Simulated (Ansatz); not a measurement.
Step by step: energy of one form of CsEuCl3 over another

This concerns the energy of one form of CsEuCl3 over another. The value is E(A) − E(B), in meV per atom.

A: CsEuCl3 (Pnma), 20 atoms in the cell; this is a cell from a database of computed structures that this text hasn't matched to a measured one; spin state with PBE: parallel moments, net moment 28.0 μB a cell.
```xyz
20
Lattice="0.0000 0.0000 7.9007 8.0471 0.0000 0.0000 0.0000 11.2962 0.0000" Properties=species:S:1:pos:R:3 pbc="T T T"
Cs     3.6944     2.8240     0.0741
Cs     4.3527     8.4721     7.8266
Cs     0.3291     8.4721     4.0244
Cs     7.7180     2.8240     3.8762
Eu     0.0000     0.0000     0.0000
Eu     4.0235     0.0000     3.9503
Eu     4.0235     5.6481     3.9503
Eu     0.0000     5.6481     0.0000
Cl     1.7102     0.3679     2.2804
Cl     6.3369    10.9283     5.6203
Cl     2.3133    10.9283     6.2307
Cl     5.7337     0.3679     1.6700
Cl     5.7337     5.2802     1.6700
Cl     2.3133     6.0160     6.2307
Cl     6.3369     6.0160     5.6203
Cl     1.7102     5.2802     2.2804
Cl     4.1431     2.8240     4.4332
Cl     3.9039     8.4721     3.4675
Cl     7.9275     8.4721     0.4829
Cl     0.1196     2.8240     7.4178
```

B: CsEuCl3 (cubic perovskite, Pm-3m), 5 atoms in the cell; this is a cell from a database of computed structures that this text hasn't matched to a measured one; spin state with PBE: net moment 7.0 μB a cell.
```
CsEuCl3
1.0
    5.67731     0.00000     0.00000
    0.00000     5.67731     0.00000
    0.00000     0.00000     5.67731
Cs Eu Cl
1 1 3
Direct
  0.00000   0.00000   0.00000
  0.50000   0.50000   0.50000
  0.50000   0.50000   0.00000
  0.00000   0.50000   0.50000
  0.50000   0.00000   0.50000
```

Ansatz (an electronic-structure program) with PAW potentials; structures come from PBE relaxations, nuclei static, no net charge. Ansatz runs with its default PAW set. Other levels take these structures. The lattices are those relaxed with PBE, so at other levels the solids can be strained, which adds to the spread. Larger cells are relaxed from a start prepared with the learned potential CHGNet, on a coarser mesh till forces fall under 0.03 eV/Å, which some starts already meet. A dispersion term (D3(BJ), or D4 for r2SCAN) was computed beside these levels and is taken off wherever the name lacks it. Spin-orbit coupling is left out. Runs with 4f elements can settle in higher electronic states, so these values are less sure. No search over spin orders was made beyond those shown. Where moments are parallel, another order may lie lower.

Total energies of the cells in eV, at zero smearing width. They compare only within one column; the weights balance every element.

```tsv
cell	atoms	weight	r2SCAN	PBE+D3(BJ)
A: CsEuCl3 (Pnma)	20	+1	-70918.32165	-70752.01870
B: CsEuCl3 (cubic perovskite)	5	−4	-17729.52623	-17687.94444
```

r2SCAN: (-70918.32165) − 4 × (-17729.52623) = -0.217 eV; dividing by 20 atoms gives -11 meV/atom.

PBE+D3(BJ): (-70752.01870) − 4 × (-17687.94444) = -0.241 eV; dividing by 20 atoms gives -12 meV/atom.
